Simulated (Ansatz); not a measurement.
# Quick settings and what they miss: TiCo₂ (Fd-3m, 6 atoms in the cell)

Self-consistent single point.

```
CELL_PARAMETERS angstrom
      0.00000     3.30862     3.30862
      3.30862     0.00000     3.30862
      3.30862     3.30862     0.00000
ATOMIC_POSITIONS crystal
  Ti 0.50000 0.50000 0.50000
  Ti 0.75000 0.75000 0.75000
  Co 0.62500 0.12500 0.12500
  Co 0.12500 0.12500 0.62500
  Co 0.12500 0.62500 0.12500
  Co 0.12500 0.12500 0.12500
```
Moments meant for the start (each program seeds them in its own way; μB, in the order of the atoms Ti Ti Co Co Co Co): 1.0 1.0 3.0 3.0 3.0 3.0.

Level of theory: PBEsol, PAW files made with PBE (plane waves; Ansatz, a quantum-chemistry and plane-wave program).

Base settings: basis.ecutwfc = 30.9 Ry; kpoints.mp_grid.grid = 11 11 11; hamiltonian.xc = pbesol; hamiltonian.pseudopotentials = {kind: paw} (the program's default PAW files); magnetization.spin_polarized = true; scf.occupations.method = fermi_dirac; scf.occupations.width = 0.0073 Ry.

Tight run (finer mesh or higher cutoff; not a proven limit): basis.ecutwfc: 30.9 Ry → 43.4 Ry; kpoints.mp_grid.grid: 11 11 11 → 15 15 15; scf.convergence.dr2_threshold: default (1e-07 eV) → 1e-09 eV. It gave Fermi level (on the code's own zero) 17.60 eV; pressure -6.07 GPa; size of the cell's spin moment 0.00 μB.

Quick runs, as changes from the base:
- A: the base itself
- B: basis.ecutwfc: 30.9 Ry → 15.4 Ry; kpoints.mp_grid.grid: 11 11 11 → 4 4 4; scf.occupations.method: fermi_dirac → cold; scf.occupations.width: 0.0073 Ry → 0.0147 Ry; scf.convergence.dr2_threshold: default (1e-07 eV) → 0.001 eV
- C: basis.ecutwfc: 30.9 Ry → 21.7 Ry; kpoints.mp_grid.grid: 11 11 11 → 4 4 4; hamiltonian.xc: pbesol → lda; scf.occupations.width: 0.0073 Ry → 0.02 Ry [LDA (PW92)]

Energies are extrapolated to zero smearing width, which holds to low order in the width alone.

Dashes: energy of C, another energy zero.

† marks runs with another functional, U, potentials or spin treatment: their distance from the tight run is not a convergence error alone.

The count of work is k-points × plane waves × bands × iterations; it is no time. 

Pressures in the table are Ansatz's without its Pulay estimate, at a fixed set of plane waves; the tight run's value above holds the estimate.

The starting cell comes from a database of computed structures (which also holds hypothetical and non-ambient phases and stackings), without a prior relaxation at this level. Its lattice was rescaled by a random factor within 2.5 % of one. The starting moments vanished: the run ended non-magnetic, which need not be the lowest state. The program warned that a starting moment was not kept. In the base run, with a pressure of about -6 GPa the cell is away from its equilibrium volume at this level.

```tsv
run	energy less tight (meV/atom)	pressure less tight (GPa)	count of work / tight
A	2.0	-0.06	0.26
B	6396.0	-409.90	0.013
C†	–	-32.15	0.019
```

Among the runs at the tight run's level, the energy misses run from 2.0 to 6396.0 meV/atom.

Left out of this page: 2 runs of the series outside the window shown, repeating another row's setting, or not comparable; 1 run of the series unsound by tests on forces, stress, charge or solver warnings.

Keys are those of Ansatz 0.2.
